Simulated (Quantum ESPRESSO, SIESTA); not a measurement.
A Quantum ESPRESSO input for a self-consistent single point of Nb3Au2 (I4/mmm, 5 atoms in the cell) (DFT, PBEsol, plane waves, GBRV 1.5 ultrasoft (PBESOL) pseudopotentials):

```fortran
&control
 calculation = 'scf'
 prefix = 'scf'
 outdir = './tmp/'
 pseudo_dir = './'
 tprnfor = .true.
 tstress = .true.
/
&system
 ibrav = 0
 nat = 5
 ntyp = 2
 ecutwfc = 40
 ecutrho = 320
 occupations = 'smearing'
 smearing = 'gauss'
 degauss = 0.0147
/
&electrons
 conv_thr = 1.0d-10
/
ATOMIC_SPECIES
Nb    92.9064  nb_pbesol_v1.uspp.F.UPF
Au   196.9666  au_pbesol_v1.uspp.F.UPF
CELL_PARAMETERS angstrom
  -1.70780500     1.70780500     7.66090000
   1.70780500    -1.70780500     7.66090000
   1.70780500     1.70780500    -7.66090000
ATOMIC_POSITIONS crystal
Nb    0.00000000    0.00000000    0.00000000
Nb    0.39924000    0.39924000    0.00000000
Nb    0.60076000    0.60076000    0.00000000
Au    0.19977000    0.19977000    0.00000000
Au    0.80023000    0.80023000    0.00000000
K_POINTS automatic
7 7 7  0 0 0
```

Q: Translate this input to SIESTA.

A: This is the input that was run; spellings and numerical settings could be chosen otherwise.

```
# files in the folder: Nb.psml Au.psml (PseudoDojo PBEsol standard)
SystemName  Nb3Au2
SystemLabel Nb3Au2

NumberOfAtoms                5
NumberOfSpecies              2
%block ChemicalSpeciesLabel
  1 41 Nb
  2 79 Au
%endblock ChemicalSpeciesLabel
LatticeConstant              1.0 Ang
%block LatticeVectors
    -1.707805000    1.707805000    7.660900000
     1.707805000   -1.707805000    7.660900000
     1.707805000    1.707805000   -7.660900000
%endblock LatticeVectors
AtomicCoordinatesFormat      Ang
%block AtomicCoordinatesAndAtomicSpecies
     0.000000000    0.000000000    0.000000000  1
     0.000000000   -0.000000000    6.117075432  1
     0.000000000   -0.000000000    9.204724568  1
     0.000000000   -0.000000000    3.060835986  2
    -0.000000000    0.000000000   12.260964014  2
%endblock AtomicCoordinatesAndAtomicSpecies

XC.functional                GGA
XC.authors                   PBEsol
PAO.BasisSize                DZP
PAO.EnergyShift              0.01 Ry
MeshCutoff                   400 Ry
%block kgrid.MonkhorstPack
    7   0   0  0.0
    0   7   0  0.0
    0   0   7  0.0
%endblock kgrid.MonkhorstPack
OccupationFunction           MP
OccupationMPOrder            0
ElectronicTemperature        2320.9 K

MaxSCFIterations             150
SCF.Mixer.Method             Pulay
SCF.Mixer.Weight             0.1
SCF.Mixer.History            6
SCF.DM.Tolerance             1.0E-05
Diag.ParallelOverK           true
WriteForces                  true
```

Basis, cutoffs, solver keys and any potentials are the target program's own. This input uses DFT, GGA PBEsol, numerical atomic orbitals DZP, PseudoDojo PBEsol standard norm-conserving potentials (rewritten from UPF to PSML).

The starting cell comes from a database of computed structures (which also holds hypothetical and non-ambient phases and stackings), without a prior relaxation at this level.
